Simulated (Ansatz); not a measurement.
## Effect of biaxial strain −1.36 %, plane normal [111], relaxed out of plane on ZrN

Consider ZrN in the rock salt structure (space group Fm-3m, No. 225; a = 4.5531 Å; relaxed with 0.1 eV smearing). Axes: x, y, z lie along the cube axes.

Modification: biaxial strain −1.36 %, plane normal [111], relaxed out of plane (Cartesian); in-plane vectors clamped, the third vector and the atoms free.

All numbers come from Ansatz (a program for electronic structure) PBEsol, without spin-orbit coupling, earlier PAW set. k-mesh 22×22×22 (Γ-centred); smearing 0.1 eV (Fermi–Dirac).

* **Volume per atom**: 11.61 Å³ (base 11.80 Å³)
* **Shortest interatomic distance**: 2.265 Å (base 2.277 Å)
* **Energy relative to the base (free energy F)**: +6.5 meV/atom
* **Pressure (mean of the normal stresses, compression positive)**: 4.4 GPa (base 0.0 GPa)
* **Band gap**: zero (base zero)
* **Out-of-plane strain**: +1.16 %
* **Ratio −ε⊥/ε∥**: 0.86
* **Mean in-plane stress (compression positive)**: +6.6 GPa

Final structure (turned so that z lies along the plane normal):

```yaml
crystal:
  lattice:
    - [3.17575, 0.00000, 0.00000]
    - [1.58787, 2.75028, 0.00000]
    - [1.58787, -0.91676, 2.65932]
  atoms:
    - { symbol: N, position: [0.00000, 0.00000, 0.00000] }
    - { symbol: Zr, position: [0.00000, 0.50000, 0.50000] }
```

Cost of the whole job for the changed cell (relaxation, final SCF and bands): roughly 2.3 core-minutes.

Whether these cells are dynamically stable was not tested. All final runs are without spin polarisation. An odd electron count without spin: ZrN.
